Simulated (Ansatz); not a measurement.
Start from BaHfO₃ in the cubic perovskite structure (space group Pm-3m, No. 221).

```
CELL_PARAMETERS angstrom
      4.15753     0.00000     0.00000
      0.00000     4.15753     0.00000
      0.00000     0.00000     4.15753
ATOMIC_POSITIONS crystal
  Ba 0.00000 0.00000 0.00000
  Hf 0.50000 0.50000 0.50000
  O  0.50000 0.00000 0.50000
  O  0.00000 0.50000 0.50000
  O  0.50000 0.50000 0.00000
```

Computed with DFT with PBEsol, PAW potentials and a 420 eV plane-wave cutoff in Ansatz (an electronic-structure program), without spin-orbit coupling.

Base values:

* **Smallest direct gap**: 3.67 eV
* **Electron mass**: 0.33, 0.33, 2.2 mₑ (at Γ)

One thing is altered: cell and atoms relaxed at a pressure of 7.5 GPa.

Estimate the effect on the smallest direct gap and electron mass.

The smallest direct gap remains 3.67 eV; the electron mass (degenerate bands, along [100]) becomes 0.32, 0.32, 2.2 mₑ (at Γ) (base: 0.33, 0.33, 2.2 mₑ (at Γ)).

With Hf present, leaving out spin-orbit coupling can change the band edges. Load acts through the strain it causes; cell and atoms are relaxed under it. Masses are band curvatures over ±0.01 Å⁻¹ around the edge. No phonon test of stability was made. No other phases were tried under pressure.
